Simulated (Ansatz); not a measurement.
Functionals compared on the (20-23) surface of hcp Hf in its 1x1 cell, outermost plane spacing 0.18 Å in the ideal cut, in Ansatz (plane waves, PAW). The structure was relaxed with PBE; the other rows are single points on it, each with its references at the same level. Cutoff 420 eV (500 eV for r2SCAN).

Slab: 20 atoms, 9.8 Å thick at the start (thin: gaps and levels are the slab's own); k 12x3x1, smearing 0.1 eV, dipole-corrected; all atoms relaxed; held to the part of the start's symmetry that mesh and held atoms allow; no spin, no spin-orbit, no U. These notes are the PBE run's.

```json
[
 {"functional": "PBE", "surface energy (J/m²)": "1.86", "work function of the top face (eV)": "3.76", "rough cost of the single point": "–"},
 {"functional": "LDA", "surface energy (J/m²)": "2.09", "work function of the top face (eV)": "3.98", "rough cost of the single point": "around 9 core-minutes (rough)"},
 {"functional": "PBEsol", "surface energy (J/m²)": "2.03", "work function of the top face (eV)": "3.83", "rough cost of the single point": "very roughly 8 core-minutes"},
 {"functional": "RPBE", "surface energy (J/m²)": "?", "work function of the top face (eV)": "?", "rough cost of the single point": "about 9 core-minutes (a rough figure)"},
 {"functional": "r2SCAN", "surface energy (J/m²)": "2.06", "work function of the top face (eV)": "3.77", "rough cost of the single point": "very roughly 16 core-minutes"}
]
```

Some entries are withheld; supply them.


- RPBE, surface energy (J/m²): 1.74
- RPBE, work function of the top face (eV): 3.64

Ansatz is a first-principles code.
